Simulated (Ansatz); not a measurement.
## A computed series for GaN: response to strain

Consider GaN in the zinc blende structure (space group F-43m, No. 216).

```yaml
crystal:
  lattice:
    - [0.00000, 2.24895, 2.24895]
    - [2.24895, 0.00000, 2.24895]
    - [2.24895, 2.24895, 0.00000]
  atoms:
    - { symbol: Ga, position: [0.00000, 0.00000, 0.00000] }
    - { symbol: N, position: [0.25000, 0.25000, 0.25000] }
```

Strains are applied to the cell and any free atomic positions relax.

Level of theory: plane-wave PAW DFT at the r2SCAN level (Ansatz, an electronic-structure program, 500 eV), no spin-orbit coupling.

Notes on the quantities. hole mass: degenerate bands, along [100].

| case | hole mass | pressure | volume per atom |
|---|---|---|---|
| base | 0.18, 0.86, 0.86 mₑ (at Γ) | 0.00 GPa | 11.37 Å³ |
| isotropic strain −3.00 % | 0.22, 0.81, 0.81 mₑ (at Γ) | 21.85 GPa | 10.38 Å³ |
| isotropic strain −2.50 % | 0.21, 0.82, 0.82 mₑ (at Γ) | 17.57 GPa | 10.54 Å³ |
| isotropic strain −2.00 % | 0.21, 0.82, 0.82 mₑ (at Γ) | 13.57 GPa | 10.71 Å³ |
| isotropic strain −1.50 % | 0.20, 0.83, 0.83 mₑ (at Γ) | 9.82 GPa | 10.87 Å³ |
| isotropic strain −1.00 % | 0.19, 0.84, 0.84 mₑ (at Γ) | 6.32 GPa | 11.04 Å³ |
| isotropic strain −0.50 % | 0.18, 0.85, 0.85 mₑ (at Γ) | 3.05 GPa | 11.20 Å³ |

The levels and masses belong to the bands next to the band gap. Effective masses come from finite differences of ±0.01 Å⁻¹. No phonon test of stability was made. This is not the structure that GaN has at room temperature and ambient pressure.
